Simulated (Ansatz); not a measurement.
A computed series for YOs2: response to strain

Consider YOs2 (space group P6_3/mmc, No. 194; a = 5.2622 Å, c = 8.7770 Å; a cell from a computed database, its experimental status unchecked). Axes: x lies along a and z along c of the hexagonal cell.

Strains are applied to the cell and any free atomic positions relax; under biaxial strain the out-of-plane vector relaxes too.

Method: Kohn–Sham DFT with the PBEsol functional, run in Ansatz (a first-principles code) with PAW and 420 eV plane waves, without spin-orbit coupling.

Notes on the quantities. pressure: mean of the normal stresses, compression positive.

```tsv
variant	pressure	volume per atom
base	0.0 GPa	17.54 Å³
biaxial strain +0.47 %, plane normal [001], relaxed out of plane	…	…
biaxial strain +4.17 %, plane normal [001], relaxed out of plane	-7.4 GPa	…
isotropic strain −5.16 %	…	14.96 Å³
```

**Question.** Fill in the withheld entries from the trend.

**Answer.** 
- biaxial strain +0.47 %, plane normal [001], relaxed out of plane, pressure: -0.7 GPa
- biaxial strain +0.47 %, plane normal [001], relaxed out of plane, volume per atom: 17.59 Å³
- biaxial strain +4.17 %, plane normal [001], relaxed out of plane, volume per atom: 18.17 Å³
- isotropic strain −5.16 %, pressure: 51.7 GPa

Without a gap, meshes like the base's 8×8×5 leave anisotropic stresses uncertain by several tenths of a GPa, and small strain energies with them. Stability against distortions was not tested. The final runs are not spin-polarised.
